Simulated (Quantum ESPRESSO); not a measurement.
Habitual settings against a tight run: Zr2Sb3Pd (P-4m2, 6 atoms in the cell)

Self-consistent single point.

```xyz
6
Lattice="4.0413 0.0000 0.0000 0.0000 4.0413 0.0000 0.0000 0.0000 8.9154" Properties=species:S:1:pos:R:3 pbc="T T T"
Zr     2.0206     0.0000     6.5902
Zr     0.0000     2.0206     2.3252
Sb     2.0206     0.0000     3.4215
Sb     0.0000     2.0206     5.4940
Sb     0.0000     0.0000     0.0000
Pd     2.0206     2.0206     0.0000
```

Level of theory: LDA (PZ), GBRV 1.5 ultrasoft (LDA) pseudopotentials (plane waves; Quantum ESPRESSO).

Base settings: ecutwfc = 40 Ry; ecutrho = 320 Ry; occupations = smearing; smearing = cold; degauss = 0.0147 Ry; potentials = {Zr: zr_lda_v1.uspp.F.UPF, Sb: sb_lda_v1.4.uspp.F.UPF, Pd: pd_lda_v1.4.uspp.F.UPF}; K_POINTS = automatic 7 7 4 0 0 0; conv_thr = 1e-10 Ry; mixing_beta = 0.4.

Tight run (finer mesh or higher cutoff; not a proven limit): ecutwfc: 40 Ry → 56 Ry; ecutrho: 320 Ry → 448 Ry; conv_thr: 1e-10 Ry → 7.3e-11 Ry; K_POINTS: automatic 7 7 4 0 0 0 → automatic 10 10 6 0 0 0. It gave Fermi level (on the code's own zero) 12.23 eV; pressure -11.51 GPa; largest force (vector length) 0.255 eV/Å.

Quick runs, as changes from the base:
- A: the base itself
- B: ecutwfc: 40 Ry → 24 Ry; ecutrho: 320 Ry → 192 Ry; conv_thr: 1e-10 Ry → 7.3e-05 Ry; K_POINTS: automatic 7 7 4 0 0 0 → automatic 3 3 3 1 1 1
- C: ecutwfc: 40 Ry → 20 Ry; ecutrho: 320 Ry → 160 Ry; K_POINTS: automatic 7 7 4 0 0 0 → automatic 2 2 2 0 0 0
- D: degauss: 0.0147 Ry → 0.036749 Ry; conv_thr: 1e-10 Ry → 7.3e-06 Ry; K_POINTS: automatic 7 7 4 0 0 0 → automatic 4 4 4 0 0 0
- E: ecutwfc: 40 Ry → 28 Ry; ecutrho: 320 Ry → 224 Ry; conv_thr: 1e-10 Ry → 7.3e-05 Ry; K_POINTS: automatic 7 7 4 0 0 0 → automatic 4 4 4 1 1 1
- F: ecutwfc: 40 Ry → 32 Ry; ecutrho: 320 Ry → 256 Ry; smearing: cold → fd; degauss: 0.0147 Ry → 0.0099958 Ry; K_POINTS: automatic 7 7 4 0 0 0 → automatic 6 6 6 0 0 0

Energies are extrapolated to zero smearing width, which holds to low order in the width alone (under cold and Methfessel-Paxton smearing the free energy itself is taken).

Dashes: pressure of B, D, E, not trusted under this conv_thr with d or f elements.

The count of work is k-points × plane waves × bands × iterations; it is no time. Core times come from one kind of shared machine and are given to one figure; runs under 30 s give none.

The starting cell comes from a database of computed structures (which also holds hypothetical and non-ambient phases and stackings), without a prior relaxation at this level. Its lattice was rescaled by a random factor within 2.5 % of one. Spin polarisation is off. In the base run, with a pressure of about -12 GPa the cell is away from its equilibrium volume at this level.

```tsv
run	energy less tight (meV/atom)	pressure less tight (GPa)	largest miss in a force vector (eV/Å)	count of work / tight	core time / tight (rough)
A	2.7	-0.01	0.036	0.20	0.3
B	3057.9	–	0.185	0.014	0.03
C	12142.7	-353.12	0.304	0.014	0.04
D	14.3	–	0.129	0.086	0.2
E	676.5	–	0.223	0.015	0.04
F	100.4	-7.34	0.061	0.20	0.2
```

Among the runs at the tight run's level, the energy misses run from 2.7 to 12142.7 meV/atom.
